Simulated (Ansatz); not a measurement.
Base system: MgS in the rock salt structure (space group Fm-3m, No. 225; a = 5.1820 Å). Axes: x, y, z lie along the cube axes.

The change: tensile biaxial strain of 0.99 % in the plane normal to [110], as in epitaxy on a mismatched substrate; the out-of-plane cell vector and the atoms relax.

Levels (all Ansatz, an electronic-structure program, PAW): PBEsol (420 eV, scalar-relativistic without spin-orbit coupling); r2SCAN (500 eV, without spin-orbit coupling); HSE06 (420 eV, spin-orbit coupling left out).

One geometry, relaxed with PBEsol, under each level:

```tsv
level	band gap	lowest conduction level above the VBM at special points	electron mass	pressure
PBEsol	2.63 eV	T 2.63 eV; X 2.66 eV; Γ 3.51 eV; F₂ 3.73 eV	0.52 mₑ along k, 0.29 mₑ across (at T)	-10.8 kbar
r2SCAN	3.38 eV	T 3.38 eV; X 3.41 eV; Γ 4.56 eV; F₂ 4.47 eV	0.52 mₑ along k, 0.30 mₑ across (at T)	-1.7 kbar
HSE06	(withheld)	(withheld)	–	–
```

Task: Give the withheld HSE06 results.

Result: 
- HSE06, band gap: 3.72 eV
- HSE06, lowest conduction level above the VBM at special points: T 3.72 eV; X 3.76 eV; Γ 4.74 eV

A biaxial case was relaxed in a doubled cell and then solved in the primitive one. Single points use the geometry relaxed with PBEsol. Their cutoffs differ, which shifts pressures a little. HSE06 was sampled on its mesh, a few special points and the semilocal edge points, so its gap is an upper bound. Effective masses come from finite differences of ±0.01 Å⁻¹. Along k means along the line from Γ to the band edge. Whether these cells are dynamically stable was not tested. k-point labels follow each cell's own Brillouin zone.
